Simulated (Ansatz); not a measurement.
Results of PBEsol+SOC (plane waves, PAW; Ansatz, a first-principles code) for BaCd2As2 (P-3m1, No. 164, 5 atoms in the cell; start mp-8281).

Settings: plane-wave cutoff 520 eV, 12×12×6 k mesh (along the axes of the cell as run), Fermi–Dirac smearing 0.01 eV, PAW data made under PBE.

Cell (relaxed with PBEsol):

```
BaCd2As2
1.0
    4.49669     0.00000     0.00000
   -2.24835     3.89425     0.00000
    0.00000     0.00000     7.60142
Ba Cd As
1 2 2
Direct
  0.00000   0.00000   0.00000
  0.66667   0.33333   0.37018
  0.33333   0.66667   0.62982
  0.66667   0.33333   0.73858
  0.33333   0.66667   0.26142
```

Question: What does this level give for the band gap?

Answer: 
- band gap: 0.19 eV (direct)

The computed numbers hold no vibrational or temperature effects.

It cost about 17 core-minutes (a rough figure) of CPU time.

A start named mp-… is a Materials Project structure, which need not be a measured phase.
